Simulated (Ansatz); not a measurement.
Start from Mg in the hcp (Mg type) structure (space group P6_3/mmc, No. 194).

```
CELL_PARAMETERS angstrom
      3.17308     0.00000     0.00000
     -1.58654     2.74797     0.00000
      0.00000     0.00000     5.18247
ATOMIC_POSITIONS crystal
  Mg 0.33333 0.66667 0.75000
  Mg 0.66667 0.33333 0.25000
```

Cartesian axes are those of the cell as printed.

The values are results of Ansatz (a quantum-chemistry and plane-wave program) r2SCAN, spin-orbit coupling left out, not measurements.

For the base:

The shortest interatomic distance is 3.173 Å. The band gap comes out as zero.

The change: a free-standing slab of 2 layers (2 atoms, 1 a layer) is cut normal to the z axis, with 15 Å of vacuum and the in-plane cell held at bulk.

Task: Estimate the effect on the excess energy per area of both faces.

Result: The excess energy per area of both faces (slab less bulk energy over the cell's area: twice a surface energy) comes out as 1.30 J/m² (uncertain by up to 0.04 J/m²).

Task: Estimate the effect on the shortest interatomic distance.

Result: The shortest interatomic distance is still 3.173 Å.

Task: How does this affect the band gap?

Result: The band gap remains zero.

The excess energy carries the mismatch between the slab's and the bulk's meshes. Whether these cells are dynamically stable was not tested.
